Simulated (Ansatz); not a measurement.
# AlAs: response to strain

The reference is AlAs in the zinc blende structure (space group F-43m, No. 216; a = 5.6747 Å). Axes: x, y, z lie along the cube axes.

Strains are applied to the cell and any free atomic positions relax; under biaxial strain the out-of-plane vector relaxes too.

The values are results of PBEsol/PAW in Ansatz (a first-principles code), no spin-orbit coupling, not measurements.

Notes on the quantities. energy relative to the base: free energy F.

| change | gap character | space group | band gap | energy relative to the base |
|---|---|---|---|---|
| base | indirect, Γ → X | F-43m (No. 216) | 1.34 eV | 0 meV/atom |
| biaxial strain +3.74 %, plane normal [001], relaxed out of plane | indirect, Γ → M | I-4m2 (No. 119) | 0.97 eV | +20 meV/atom |
| biaxial strain +3.56 %, plane normal [111], relaxed out of plane | indirect, Γ → F | R3m (No. 160) | 1.12 eV | +27 meV/atom |
| isotropic strain −1.79 % | indirect, Γ → X | F-43m (No. 216) | 1.25 eV | +16 meV/atom |
| tensor shear ε_yz = −0.72 % | indirect, Γ → X | Imm2 (No. 44) | 1.27 eV | +0.8 meV/atom |
| tensor shear ε_xy = −1.81 % | indirect, Γ → X | Imm2 (No. 44) | 1.11 eV | +4.8 meV/atom |

Stability against distortions was not tested. k-point labels follow each cell's own Brillouin zone.
